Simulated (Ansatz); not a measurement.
Reference: BP (F-43m), r2SCAN with spin-orbit coupling, rigid bands (plane waves, PAW; Ansatz, a quantum-chemistry and plane-wave program); axes and stresses refer to this cell.

```yaml
crystal:
  lattice:
    - [0.00000, 2.26008, 2.26008]
    - [2.26008, 0.00000, 2.26008]
    - [2.26008, 2.26008, 0.00000]
  atoms:
    - { symbol: B, position: [0.00000, 0.00000, 0.00000] }
    - { symbol: P, position: [0.25000, 0.25000, 0.25000] }
```

The hole conductivity mass is 0.40 mₑ and the band gap is 1.38 eV. The Seebeck coefficient, n-type 1e19 cm⁻³ is -336 μV/K.

Problem. Change: uniaxial stress along [110] of 12 GPa (compression positive). What happens to hole conductivity mass, band gap, Seebeck coefficient, n-type 1e19 cm⁻³?

Solution. hole conductivity mass drops to 0.28 mₑ; band gap falls to 1.02 eV; Seebeck coefficient, n-type 1e19 cm⁻³ drops in size to -304 μV/K.

Masses are for dilute carriers at 300 K, harmonic means over directions unless an axis is named. Seebeck coefficients are for the stated density at 300 K, with one relaxation time for all states and whether or not that doping can be reached. Stresses and pressures are the targets of the relaxation.  The structure type is held under load, also where the real crystal would transform.
